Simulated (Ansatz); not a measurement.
The starting structures come from a database of crystals and need not be the phases stable at ambient conditions.

The decay constant κ of evanescent states in the gap governs leakage through a thin film.

Here is the system:

```
CELL_PARAMETERS angstrom
      3.08591     0.00000     0.00000
     -1.54296     2.67248     0.00000
      1.54295     0.89083     5.68845
ATOMIC_POSITIONS crystal
  Cu 0.00000 0.00000 0.00000
  Rh 0.00000 0.50000 0.50000
  O  0.21433 0.10716 0.67851
  O  0.78567 0.89284 0.32149
```

The cell is taken as given; by PBEsol it stands under a pressure of -3.9 GPa.

Transport runs along the normal of the first two printed cell vectors, the (001) plane of the conventional cell.

The gap is the functional's own. No spin-orbit coupling. Mid-gap values are those at the computed energy nearest the middle.

**Question.** Give the band gap and the smallest decay constant κ at mid-gap that PBEsol (Ansatz, an electronic-structure program) yields.

**Answer.** Gap 0.65 eV on a 12×12×12 mesh; κ = 0.177 1/Å, at (0.333, 0.000) of the in-plane reciprocal vectors. At the zone centre the slowest state has κ = 0.34 1/Å.
